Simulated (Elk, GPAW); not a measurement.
An Elk input for a self-consistent single point of Cu₂O (Pn-3m, 6 atoms in the cell) (DFT, LDA (PW92)+U, all-electron FP-LAPW, Elk's shipped species files, APW+lo basis with extra local orbitals):

```
tasks
  0

xctype
  3

tforce
  .true.

rgkmax
  7.5

gmaxvr
  18.0

lmaxapw
  10

lmaxo
  8

nxlo
  2

lorbcnd
  .true.

lradstp
  2

nrmtscf
  2.0

lmaxi
  4

stype
  0

swidth
  0.0001

dft+u
  1 1   : dftu, inpdftu
  1 2  0.293995  0.000000   : is, l, U, J

avec
    7.9881841336    0.0000000000    0.0000000000
    0.0000000000    7.9881841336    0.0000000000
    0.0000000000    0.0000000000    7.9881841336

sppath
  './'

atoms
  2   : nspecies
  'Cu.in'   : spfname
  4   : natoms; atposl, bfcmt below
  0.2500000000  0.2500000000  0.7500000000    0.0 0.0 0.0
  0.2500000000  0.7500000000  0.2500000000    0.0 0.0 0.0
  0.7500000000  0.7500000000  0.7500000000    0.0 0.0 0.0
  0.7500000000  0.2500000000  0.2500000000    0.0 0.0 0.0
  'O.in'   : spfname
  2   : natoms; atposl, bfcmt below
  0.5000000000  0.5000000000  0.5000000000    0.0 0.0 0.0
  0.0000000000  0.0000000000  0.0000000000    0.0 0.0 0.0

ngridk
  5 5 5
```

Question: Give the GPAW input for the same structure, mesh, smearing and functional.

Answer: This is the input that was run; spellings and numerical settings could be chosen otherwise.

```python
from ase import Atoms
from ase.units import GPa
from gpaw import GPAW, PW

atoms = Atoms(['Cu', 'Cu', 'Cu', 'Cu', 'O', 'O'],
              cell=[[4.227165, 0.000000, 0.000000],
                    [0.000000, 4.227165, 0.000000],
                    [0.000000, 0.000000, 4.227165]],
              scaled_positions=[[0.250000, 0.250000, 0.750000],
                                [0.250000, 0.750000, 0.250000],
                                [0.750000, 0.750000, 0.750000],
                                [0.750000, 0.250000, 0.250000],
                                [0.500000, 0.500000, 0.500000],
                                [0.000000, 0.000000, 0.000000]],
              pbc=True)

calc = GPAW(mode=PW(950),
            xc='LDA',
            setups={'Cu': ':d,8.0'},
            kpts=(5, 5, 5),
            occupations={'name': 'fixed-uniform'},
            nbands=-8,
            convergence={'bands': -6},
            symmetry={'symmorphic': False, 'tolerance': 0.0005},
            maxiter=150,
            txt='-')

atoms.calc = calc

energy = atoms.get_potential_energy()
print('Energy (eV):', round(energy, 6))
forces = atoms.get_forces()
print('Forces (eV/Ang):')
print(forces.round(5))
stress = atoms.get_stress()
print('Stress (GPa, Voigt):', (stress / GPa).round(4))
```

Basis, cutoffs, solver keys and any potentials are the target program's own. This input uses DFT LDA (Perdew-Wang 92)+U, plane waves, GPAW PAW datasets LDA (gpaw-data 1.0.1). LDA parametrisations can differ slightly between programs. Both were run: gap on the mesh 0.908 eV in Elk and 0.982 in GPAW.

On Elk: the starting cell comes from a database of computed structures (which also holds hypothetical and non-ambient phases and stackings), without a prior relaxation at this level. Its lattice was rescaled by a random factor within 2.5 % of one. Spin polarisation is off. The U value is a test value, and with U on an open shell several self-consistent states can exist. Values depend on the basis (sphere radii, cutoffs, local orbitals), which need not be converged.

On GPAW: the starting cell comes from a database of computed structures (which also holds hypothetical and non-ambient phases and stackings), without a prior relaxation at this level. Its lattice was rescaled by a random factor within 2.5 % of one. Spin polarisation is off. The U value is a test value, and with U on an open shell several self-consistent states can exist.
